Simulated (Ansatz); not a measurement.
# SiRh₂ (Pnma, No. 62; cell taken from a computed entry)

The numbers are results of r²SCAN+rVV10 (plane waves, PAW; Ansatz, a quantum-chemistry and plane-wave program), not measurements.

Numerical settings: plane-wave cutoff 500 eV, 8×10×6 k mesh (along the axes of the cell as run), Fermi–Dirac smearing 0.05 eV, no spin polarisation, scalar-relativistic PAW data made under PBE.

Cell (relaxed at this level):

```yaml
crystal:
  lattice:
    - [5.41535, 0.00000, 0.00000]
    - [0.00000, 3.91627, 0.00000]
    - [0.00000, 0.00000, 7.36543]
  atoms:
    - { symbol: Si, position: [0.27873, 0.25000, 0.89402] }
    - { symbol: Si, position: [0.72127, 0.75000, 0.10598] }
    - { symbol: Si, position: [0.22127, 0.75000, 0.39402] }
    - { symbol: Si, position: [0.77873, 0.25000, 0.60598] }
    - { symbol: Rh, position: [0.52682, 0.75000, 0.80245] }
    - { symbol: Rh, position: [0.47318, 0.25000, 0.19755] }
    - { symbol: Rh, position: [0.97318, 0.25000, 0.30245] }
    - { symbol: Rh, position: [0.02682, 0.75000, 0.69755] }
    - { symbol: Rh, position: [0.84030, 0.25000, 0.93021] }
    - { symbol: Rh, position: [0.15970, 0.75000, 0.06979] }
    - { symbol: Rh, position: [0.65970, 0.75000, 0.43021] }
    - { symbol: Rh, position: [0.34030, 0.25000, 0.56979] }
```

band gap: none

Note: the relaxation could not lower the start's symmetry, so the cell can be a saddle point above a distorted one.

Spin–orbit coupling is not included.

The computed numbers hold no vibrational or temperature effects.

The result took roughly 9 core-minutes.
